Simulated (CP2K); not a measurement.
**A self-consistent single point of LuN (Fm-3m, 2 atoms in the cell) with CP2K**

Method: LDA (Pade form), GPW, DZVP-MOLOPT-SR-GTH basis, GTH-PADE potentials (GTH_POTENTIALS) (CP2K).

Input as run:

```
&GLOBAL
  PROJECT bulk
  RUN_TYPE ENERGY_FORCE
  PRINT_LEVEL LOW
&END GLOBAL
&FORCE_EVAL
  METHOD Quickstep
  STRESS_TENSOR ANALYTICAL
  &DFT
    BASIS_SET_FILE_NAME BASIS_MOLOPT
    BASIS_SET_FILE_NAME BASIS_MOLOPT_UCL
    POTENTIAL_FILE_NAME GTH_POTENTIALS
    &QS
      METHOD GPW
      EPS_DEFAULT 1E-10
    &END QS
    &MGRID
      CUTOFF 500
      REL_CUTOFF 50
      NGRIDS 5
    &END MGRID
    &SCF
      SCF_GUESS ATOMIC
      EPS_SCF 1E-6
      MAX_SCF 100
      ADDED_MOS 6
      &DIAGONALIZATION
        ALGORITHM STANDARD
      &END DIAGONALIZATION
      &MIXING
        METHOD BROYDEN_MIXING
        ALPHA 0.2
        NBUFFER 12
        BETA 1
      &END MIXING
      &SMEAR ON
        METHOD FERMI_DIRAC
        ELECTRONIC_TEMPERATURE [K] 580.23
      &END SMEAR
    &END SCF
    &KPOINTS
      SCHEME MONKHORST-PACK 8 8 8
      GAMMA_CENTERED T
    &END KPOINTS
    &XC
      &XC_FUNCTIONAL PADE
      &END XC_FUNCTIONAL
    &END XC
    &PRINT
      &MO
        EIGENVALUES T
        OCCUPATION_NUMBERS T
        NDIGITS 8
        FILENAME mo
        &EACH
          QS_SCF 0
        &END EACH
        ADD_LAST NUMERIC
      &END MO
      &MULLIKEN OFF
      &END MULLIKEN
    &END PRINT
  &END DFT
  &SUBSYS
    &CELL
      A 3.38108900 0.00000000 0.00000000
      B 1.69054500 2.92810900 0.00000000
      C 1.69054500 0.97603600 2.76064800
      PERIODIC XYZ
    &END CELL
    &COORD
      Lu       0.00000000     0.00000000     0.00000000
      N        3.38108950     1.95207250     1.38032400
    &END COORD
    &KIND Lu
      BASIS_SET DZVP-MOLOPT-SR-GTH-q25
      POTENTIAL GTH-PADE-q25
    &END KIND
    &KIND N
      BASIS_SET DZVP-MOLOPT-SR-GTH-q5
      POTENTIAL GTH-PADE-q5
    &END KIND
  &END SUBSYS
  &PRINT
    &FORCES ON
    &END FORCES
    &STRESS_TENSOR ON
    &END STRESS_TENSOR
  &END PRINT
&END FORCE_EVAL
```

Output (repeated stretches shortened):

```
 GLOBAL| Method name                                                        CP2K
 GLOBAL| Project name                                                       bulk
 GLOBAL| Run type                                                   ENERGY_FORCE

 TOTAL NUMBERS AND MAXIMUM NUMBERS

  Total number of            - Atomic kinds:                                   2
                             - Atoms:                                          2
                             - Shell sets:                                     2
                             - Shells:                                        15
                             - Primitive Cartesian functions:                 12
                             - Cartesian basis functions:                     70
                             - Spherical basis functions:                     55

  Maximum angular momentum of- Orbital basis functions:                        4
                             - Local part of the GTH pseudopotential:          2
                             - Non-local part of the GTH pseudopotential:      3

 SCF PARAMETERS         Density guess:                                    ATOMIC
                        max_scf:                                             100
                        max_diis:                                              4
                        eps_scf:                                        1.00E-06
                        eps_diis:                                       1.00E-01
                        eps_eigval:                                     1.00E-05
                        level_shift [a.u.]:                             0.000000
                        added MOs                                         6    0
                        Mixing method:                            BROYDEN_MIXING
                                                charge density mixing in g-space
                        Smear method:                                FERMI_DIRAC
                        Electronic temperature [K]:                        580.2
                        Electronic temperature [a.u.]:                  1.84E-03
                        Accuracy threshold:                             1.00E-10
                        No outer SCF

 Extrapolation method: initial_guess

 Number of electrons:                                                         30
 Number of occupied orbitals:                                                 15
 Number of molecular orbitals:                                                21

 Number of orbital functions:                                                 55
 Number of independent orbital functions:                                     55

 SCF WAVEFUNCTION OPTIMIZATION

  Step     Update method      Time    Convergence         Total energy    Change
     1 NoMix/Diag. 0.20E+00      -     2.48163809      -272.9258228377 -2.73E+02
     2 Broy./Diag. 0.20E+00      -     0.16890213      -272.3554239198  5.70E-01
     3 Broy./Diag. 0.20E+00      -     0.20504092      -272.5910062600 -2.36E-01
     4 Broy./Diag. 0.20E+00      -     0.04046276      -272.7482826683 -1.57E-01
     5 Broy./Diag. 0.20E+00      -     0.02136462      -272.5366604890  2.12E-01
     6 Broy./Diag. 0.20E+00      -     0.00132577      -272.5506406798 -1.40E-02
     7 Broy./Diag. 0.20E+00      -     0.00480275      -272.5721481204 -2.15E-02
   [... 2 lines left out ...]
    10 Broy./Diag. 0.20E+00      -     0.00002684      -272.5890941030  1.98E-03
    11 Broy./Diag. 0.20E+00      -     0.00003221      -272.5890076643  8.64E-05
    12 Broy./Diag. 0.20E+00      -     0.00000151      -272.5891911638 -1.83E-04
    13 Broy./Diag. 0.20E+00      -     0.00000114      -272.5891851354  6.03E-06
    14 Broy./Diag. 0.20E+00      -     0.00000013      -272.5891904406 -5.31E-06

  *** SCF run converged in    14 steps ***

  Electronic density on regular grids:        -29.9999995515        0.0000004485
  Core density on regular grids:               29.9999999987       -0.0000000013
  Total charge density on r-space grids:        0.0000004472
  Total charge density g-space grids:           0.0000004472

  Overlap energy of the core charge distribution:               0.00000000000065
  Self energy of the core charge distribution:               -379.13451070131350
  Core Hamiltonian energy:                                    106.14250570911574
  Hartree energy:                                              25.77361850171730
  Exchange-correlation energy:                                -25.37078196998571
  Electronic entropic energy:                                  -0.00002198019886
  Fermi energy:                                                 0.34649853785118

  Total energy:                                              -272.58919044059405
  Total energy (extrapolated to T->0):                       -272.58917945049461

 ENERGY| Total FORCE_EVAL ( QS ) energy [hartree]           -272.589189719811316

 FORCES| Atomic forces [hartree/bohr]
 FORCES|   Atom     x               y               z               |f|
 FORCES|      1  7.21035115E-14  5.90593954E-14  4.07118990E-14   1.01707361E-13
 FORCES|      2 -3.21623363E-15 -3.70161650E-15 -9.37271086E-15   1.05779881E-14
 FORCES| Sum     6.88872779E-14  5.53577789E-14  3.13391882E-14
 FORCES| Total atomic force                                       9.37661211E-14

 STRESS| Analytical stress tensor [bar]
 STRESS|                        x                   y                   z
 STRESS|      x       -1.42880541507E+05   7.05422889035E+00   4.98809599992E+00
 STRESS|      y        7.05422889035E+00  -1.42889052522E+05   3.19348075920E+00
 STRESS|      z        4.98809599992E+00   3.19348075920E+00  -1.42891574684E+05
 STRESS| 1/3 Trace                                            -1.42887056238E+05
```

The run converged in 14 iterations.

The starting cell comes from a database of computed structures (which also holds hypothetical and non-ambient phases and stackings), without a prior relaxation at this level. Its lattice was rescaled by a random factor within 2.5 % of one. Values carry the incompleteness of an atom-centred basis. With a pressure of about -14 GPa the cell is away from its equilibrium volume at this level. The run gives no clean gap (levels at the Fermi energy touch, overlap or are partly filled at this smearing), which alone does not show that the compound is a metal.

Cost on one core of a shared machine: roughly 5 min.
